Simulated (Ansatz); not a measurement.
Consider Nb in the bcc (W type) structure (space group Im-3m, No. 229; a = 3.2484 Å; relaxed with 0.1 eV smearing).

Level of theory: Ansatz (a program for electronic structure) LDA, no spin-orbit coupling.

Base values:

* **Pressure**: 0.0 GPa

The change: the cell is scaled by 1.0100 in all directions, atoms relaxed at fixed cell.

**Question.** How does this affect the energy relative to the base and pressure?

**Answer.** The energy rises by 8.9 meV/atom; the pressure goes from zero to -5.4 GPa.

The cells carry an imposed strain or load. Whether these cells are dynamically stable was not tested. The final runs are not spin-polarised.
